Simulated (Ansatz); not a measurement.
Tunnelling through a barrier is set by its complex band structure: the current falls as exp(−2κd) with the smallest κ.

```
CELL_PARAMETERS angstrom
      3.95140     0.00000     0.00000
     -1.97570     3.42202     0.00000
      1.97570     1.14067     3.22631
ATOMIC_POSITIONS crystal
  Na 0.00000 0.00000 0.00000
  Cl 0.00000 0.50000 0.50000
```

Space group of this cell: Fm-3m, rock salt. The cell is taken as given.

Transport runs along the normal of the first two printed cell vectors, the (111) plane of the conventional cell.

No gap correction and no spin-orbit coupling; mid-gap values are interpolated between computed energies.

Question: Compute, with r2SCAN run with Ansatz (a quantum-chemistry and plane-wave program), the band gap and the smallest decay constant κ at mid-gap.

Answer: Gap 6.02 eV on a 12×12×12 mesh; κ = 0.404 1/Å, at the zone centre.
